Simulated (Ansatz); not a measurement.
## A computed series for MoSi2: response to strain

The reference is MoSi2 (space group I4/mmm, No. 139; a = 3.174 Å, c = 7.779 Å; relaxed with 0.1 eV smearing). Axes: x, y, z lie along a, b, c of the conventional cell.

Strains are applied to the cell and any free atomic positions relax.

Calculations: LDA in Ansatz (plane waves to 420 eV, PAW, without spin-orbit coupling).

Candidates:
(a) uniaxial strain ε_xx = −2.50 %
(b) uniaxial strain ε_xx = +2.00 %
(c) uniaxial strain ε_xx = +2.50 %
(d) uniaxial strain ε_xx = +0.50 %

Notes on the quantities. energy relative to the base: free energy F.

Problem. Order them by energy relative to the base, highest first.

Solution. (a) uniaxial strain ε_xx = −2.50 % (+11 meV/atom), (c) uniaxial strain ε_xx = +2.50 % (+10 meV/atom), (b) uniaxial strain ε_xx = +2.00 % (+6.7 meV/atom), (d) uniaxial strain ε_xx = +0.50 % (+0.4 meV/atom)

Whether these cells are dynamically stable was not tested. All final runs are without spin polarisation.

Ansatz is a first-principles code.
